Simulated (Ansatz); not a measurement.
# MgO: response to strain

The reference is MgO in the rock salt structure (space group Fm-3m, No. 225).

```
CELL_PARAMETERS angstrom
      0.00000     2.10744     2.10744
      2.10744     0.00000     2.10744
      2.10744     2.10744     0.00000
ATOMIC_POSITIONS crystal
  O  0.00000 0.00000 0.00000
  Mg 0.50000 0.50000 0.50000
```

Cartesian axes are those of the cell as printed.

Strains are applied to the cell and any free atomic positions relax; under biaxial strain the out-of-plane vector relaxes too.

Method: PBEsol, PAW, 420 eV (Ansatz, an electronic-structure program; no spin-orbit coupling), earlier PAW set.

Candidates:
(a) uniaxial strain ε_xx = −2.66 %
(b) biaxial strain +0.71 %, plane normal [001], relaxed out of plane
(c) tensor shear ε_xy = +1.00 %
(d) uniaxial strain ε_xx = −0.69 %
(e) biaxial strain +2.61 %, plane normal [111], relaxed out of plane

For the base:

```
Quantity   Result
--------  -------
Band gap  4.62 eV
```

Order them by band gap, highest first.

(a) uniaxial strain ε_xx = −2.66 % (4.86 eV), (d) uniaxial strain ε_xx = −0.69 % (4.68 eV), (c) tensor shear ε_xy = +1.00 % (4.54 eV), (b) biaxial strain +0.71 %, plane normal [001], relaxed out of plane (4.52 eV), (e) biaxial strain +2.61 %, plane normal [111], relaxed out of plane (4.05 eV)

No phonon test of stability was made.
